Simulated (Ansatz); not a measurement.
```
CELL_PARAMETERS angstrom
      0.00000     1.91438     1.91438
      1.91438     0.00000     1.91438
      1.91438     1.91438     0.00000
ATOMIC_POSITIONS crystal
  Ir 0.00000 0.00000 0.00000
```

Method: PBEsol, rigid bands (plane waves, PAW, scalar-relativistic; Ansatz, an electronic-structure program). How the cell was made: cell and atoms relaxed with PBEsol.

### Question
Predict the product ρ₀λ of resistivity and mean free path that follows from the Fermi surface's area.

### Answer
3.7 ×10⁻¹⁶ Ω·m².

### Question
And the Drude plasma energy and the root-mean-square Fermi velocity at 300 K?

### Answer
10.8 eV; 8.4e5 m/s.

A metal at this level (no band gap); rigid bands, thermally averaged at 300 K, both spins. Spin-orbit coupling is left out, which matters with elements this heavy. τ is one relaxation time for all states; the product of resistivity and mean free path takes one path for all states instead.
